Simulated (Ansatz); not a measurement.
Start from ZnGeP$_{2}$ in the chalcopyrite structure (space group I-42d, No. 122; a = 5.424 Å, c = 10.709 Å). Axes: x, y, z lie along a, b, c of the conventional cell.

Computed with PBEsol, PAW, 420 eV (Ansatz, a quantum-chemistry and plane-wave program; no spin-orbit coupling).

Base values:

Pressure: 0.00 GPa
Shortest interatomic distance: 2.334 Å

Perturbation: the cell is stretched by 5.93 % along y with no lateral relaxation, atoms relaxed at fixed cell.

**Question.** What does the calculation give for the largest internal atomic displacement, energy relative to the base, pressure and shortest interatomic distance after the change?

**Answer.** The largest internal atomic displacement amounts to 0.029 Å; the energy goes up by 27 meV/atom; the pressure (mean of the normal stresses, compression positive) goes from zero to -4.23 GPa; the shortest interatomic distance grows by 0.034 Å to 2.368 Å.

The cells carry an imposed strain or load. Whether these cells are dynamically stable was not tested.
